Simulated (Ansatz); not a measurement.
System: N vacancy in beta Ge3N4 (charge state +1). Method: PBE, PAW (plane waves to 420 eV; Ansatz, a quantum-chemistry and plane-wave program).

Settings: 84 host sites, the relaxed PBE lattice, one k-point at (0.250, 0.250, 0.250), smearing 0.01 eV, spin-restricted, no image-charge correction. No zero-point or tunnelling terms. The charge state is imposed; whether it is stable for some Fermi level was not computed. Forms of the defect that were not tried may lie lower. The start lies 0.16 eV above the lowest site run (PBE).

Barriers: single points on a 2×2×2 k-point mesh shifted by half a step along c at the bands' geometries.

The step: a nearby N atom hops onto the vacant site (strongly reconstructed ends); the atom moves 3.04 Å along (0.38, 0.02, 0.00) of the unit cell; the moving atom starts with neighbours 2 Ge at 1.86, Ge at 1.87 Å and ends with Ge at 1.82, 2 Ge at 1.86 Å.

Task: Give the migration barrier of this step at the level PBE, PAW.

Result: 2.51 eV forward and 2.63 eV backward. At the saddle the moving atom has neighbours Ge at 1.84, Ge at 1.93 Å. The saddle point's order was not checked, and it lies on a symmetry element of the cell, where a band can be held.
